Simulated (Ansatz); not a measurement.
# LiH (model structure, started from the CsCl type, Pm-3m, No. 221, 2 atoms in the cell)

All values below come from PBEsol in Ansatz (PAW).

Run with plane-wave cutoff 520 eV, 14×14×14 k mesh, Fermi–Dirac smearing 0.01 eV, scalar-relativistic PAW data made under PBE.

Cell (relaxed at this level):

```yaml
crystal:
  lattice:
    - [2.49113, 0.00000, 0.00000]
    - [0.00000, 2.49113, 0.00000]
    - [0.00000, 0.00000, 2.49113]
  atoms:
    - { symbol: Li, position: [0.00000, 0.00000, 0.00000] }
    - { symbol: H, position: [0.50000, 0.50000, 0.50000] }
```

For LiH (model structure, started from the CsCl type, Pm-3m, No. 221, 2 atoms in the cell), the band gap is 0.44 eV (on the SCF k mesh). The direct gap at Γ is 20.92 eV. The bulk modulus B0 comes out as 36.2 GPa.

Note: the bulk modulus is −V dP/dV from two relaxed cells at ±2 % in volume; the relaxation could raise the start's symmetry but not lower it, so the cell can be a saddle point.

Static lattice: no zero-point or thermal effects.

Computing time: roughly 8 core-seconds.

A model structure was made by putting elements into a prototype or built by hand; it is no filed structure, need not be a known phase, and can be a saddle point held by its symmetry.

Ansatz is a first-principles code.
